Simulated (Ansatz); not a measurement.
Ansatz (a quantum-chemistry and plane-wave program) run on LuBRh3 (P4mm, 5 atoms in the cell): self-consistent single point.

Level of theory: PBEsol, default PAW files made with PBE (plane waves; Ansatz).

```
CELL_PARAMETERS angstrom
      4.15822     0.00000     0.00000
      0.00000     4.15822     0.00000
      0.00000     0.00000     4.15822
ATOMIC_POSITIONS crystal
  Lu 0.00000 0.00000 0.01202
  B  0.50000 0.50000 0.50000
  Rh 0.00000 0.50000 0.50000
  Rh 0.50000 0.00000 0.50000
  Rh 0.50000 0.50000 0.00000
```

Reference input (self-consistent single point, DFT, PBEsol, plane waves, default PAW files made with PBE): basis.ecutwfc = 420 eV; kpoints.mp_grid.grid = 8 8 8; hamiltonian.xc = pbesol; hamiltonian.pseudopotentials = {kind: paw} (the program's default PAW files); scf.occupations.method = gaussian; scf.occupations.width = 0.1 eV. This run's input differs from it in these lines:

Ansatz 0.2 input:
```diff
@@ -16,3 +16,3 @@
   mp_grid:
-    grid: [8, 8, 8]
+    grid: [13, 13, 13]
 hamiltonian:
@@ -23,4 +23,4 @@
   occupations:
-    method: gaussian
-    width: 0.1
+    method: methfessel_paxton
+    width: 0.02
 output:
```

The program printed (abridged):

```
SCF iter   1: F=—  HF=-33784.345222 eV  |F-HF|=—  |Δ(HF+E_count)|=         —  Δρ=6.83e-3  dr2=3.99e-2  ethr=1.77e-3  ⟨swp⟩=6.1  Hψ=40872  notcnv=0  defer=9
all-band conjugate gradients solve this SCF's bands
preconditioner: auto → Kerker (q_TF=auto, 2.771 Å⁻¹)
SCF iter   2: F=—  HF=-33784.335064 eV  |F-HF|=—  |Δ(HF+E_count)|=   1.02e-2  S|Δr|=    0.00e0  Δρ=3.30e-3  dr2=1.09e-2  ethr=5.05e-5  ⟨swp⟩=3.2  Hψ=21387  notcnv=0  defer=427
   [... lines left out ...]
SCF iter   6: F=—  HF=-33784.333039 eV  |F-HF|=—  |Δ(HF+E_count)|=   1.86e-5  S|Δr|=    0.00e0  Δρ=7.50e-5  dr2=9.68e-6  ethr=1.29e-7  ⟨swp⟩=1.9  Hψ=13289  notcnv=0  defer=427
SCF iter   7: F=—  HF=-33784.333069 eV  |F-HF|=—  |Δ(HF+E_count)|=   3.02e-5  S|Δr|=    0.00e0  Δρ=2.59e-5  dr2=4.96e-7  ethr=1.23e-8  ⟨swp⟩=2.6  Hψ=17957  notcnv=0  defer=427
SCF iter   8: F=-33784.333069 eV  HF=-33784.333069 eV  |F-HF|=1.59e-8  |Δ(HF+E_count)|=   1.02e-7  S|Δr|=    0.00e0  Δρ=4.21e-6  dr2=1.45e-8  ethr=1.27e-10  ⟨swp⟩=12.4  Hψ=59788  notcnv=0
SCF 1 converged in 8 iterations: F = -33784.333069 eV  dr2 = 1.45e-8
Stability not checked (fill_not_monotonic)
Free energy (F): -33784.333069 eV
Internal energy: -33784.333153 eV  (E = F + TS)
E sigma→0 (E₀):  -33784.333090 eV
Entropy (-TS):   0.000085 eV (0.017 meV/atom)
Fermi energy:    18.783141 eV
--- Forces (eV/Å), atoms counted from 1 ---
  atom   1  Lu    -0.00000000     0.00000000    -0.32454912
  atom   2  B      0.00000000     0.00000000     0.01161553
  atom   3  Rh     0.00000000     0.00000000     0.14183536
  atom   4  Rh     0.00000000     0.00000000     0.14183536
  atom   5  Rh    -0.00000000     0.00000000     0.02926981
--- Stress (GPa, compression-positive) ---
       -5.322725       0.000000       0.000000
        0.000000      -5.322725       0.000000
        0.000000       0.000000      -5.318633
  P = ⅓ Tr σ = -5.3214 GPa (-53.214 kbar)
  The stress holds the Pulay correction. Without it, at fixed plane waves, as pw.x and ABINIT print it: P = -5.4440 GPa
```

The run converged in 8 iterations. Against the reference run the free energy goes up by 1.5 meV/atom, the pressure moves little (-5.26 to -5.32 GPa) and the largest force moves little (0.323 to 0.325 eV/Å).

The starting cell comes from a database of computed structures (which also holds hypothetical and non-ambient phases and stackings), without a prior relaxation at this level. Its lattice was rescaled by up to half a per cent. One atom was moved a little off its site on purpose. Spin polarisation is off. With a pressure of about -5 GPa the cell is away from its equilibrium volume at this level. Ansatz's pressure includes its estimate of the finite-basis (Pulay) stress.

Cost on one core of a shared machine: roughly 90 s.
